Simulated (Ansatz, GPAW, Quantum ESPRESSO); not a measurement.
Ga₂CoS₄ (I-4, 7 atoms in the cell) computed with different codes at matched settings

Self-consistent single point, at a second geometry (lattice scaled by 0.98). First geometry:

```
Ga2CoS4
1.0
   -2.69177     2.69177     5.34780
    2.69177    -2.69177     5.34780
    2.69177     2.69177    -5.34780
Ga Co S
2 1 4
Direct
  0.50000   0.50000   0.00000
  0.25000   0.75000   0.50000
  0.00000   0.00000   0.00000
  0.11366   0.62133   0.98853
  0.37867   0.36720   0.49233
  0.63280   0.12513   0.01147
  0.87487   0.88634   0.50767
```
Moments meant for the start (each program seeds them in its own way; μB, in the order of the atoms Ga Ga Co S S S S): 0.0 0.0 3.0 0.0 0.0 0.0 0.0.

Shared settings, as Ansatz (a program for electronic structure) writes them: kpoints.mp_grid.grid = 3 3 3; scf.occupations.method = fermi_dirac; scf.occupations.width = 0.05 eV. Potentials and cutoffs stand in the table.

| code | model | ΔF from the first geometry (meV/atom) | pressure (GPa) | largest force (eV/Å) | size of the net moment (μB/atom) | cutoff |
|---|---|---|---|---|---|---|
| Quantum ESPRESSO | LDA (PW92), PseudoDojo standard norm-conserving (LDA) pseudopotentials | -55.9 | -5.18 | 0.349 | 0.43 | 100 Ry |
| GPAW | LDA (Perdew-Wang 92), GPAW PAW datasets LDA (gpaw-data 1.0.1) | -47.9 | -4.03 | 0.393 | 0.43 | 800 eV |
| Ansatz | LDA (PW92), PAW files made with PBE | -55.4 | -5.14 | 0.339 | 0.43 | default |

On Ansatz's run: with one magnetic atom in the cell only a parallel order is possible.

The spread over the programs that give each value: ΔF from the first geometry within 8.0 meV/atom; pressure within 1.15 GPa; largest force within 0.054 eV/Å; size of the net moment within 0.00 μB/atom.

Ansatz's pressure is given at a fixed set of plane waves, as the other plane-wave codes print theirs; with its correction for the finite basis it is -5.10 GPa. In the pressure, GPAW (by 1.11) lies more than 1 GPa from the median of the plane-wave programs. In the force vectors, GPAW (by 0.174) lies more than 0.08 eV/Å from the median of the plane-wave programs.

The shared mesh is coarse (it stands for a supercell whose shortest vector is 16 Å), so the values are not converged in it.

The starting cell comes from a database of computed structures (which also holds hypothetical and non-ambient phases and stackings), without a prior relaxation at this level. Its lattice was rescaled by a random factor within 2.5 % of one. For this run, on top of that: lattice scaled by 0.98.

Keys are those of Ansatz 0.2.
